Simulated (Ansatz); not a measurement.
We consider Al4C3 (R-3m, No. 166), described by LDA (PAW; Ansatz, a first-principles code).

Total energies, extrapolated to zero smearing (they compare only within this program, potentials and cutoff):

```
system                          energy (eV/atom)
------------------------------  ----------------
Al4C3 (R-3m, No. 166), relaxed         -397.3506
fcc Al                                 -512.8767
graphite                               -242.9872
```

Q: Work out the formation enthalpy per atom.

A: ΔH_f ≈ ΔE = -397.3506 − [4 × (-512.8767) + 3 × (-242.9872)]/7 = -0.141 eV/atom (0 K, no vibrations). The reference value is -0.319 eV/atom (measured, 298 K, copied from a table, unchecked, not corrected to a static lattice; as tabulated in Wang et al. (2021), doi:10.1038/s41598-021-94550-5), a difference of +0.178 eV/atom.

The PAW data were made under PBE.
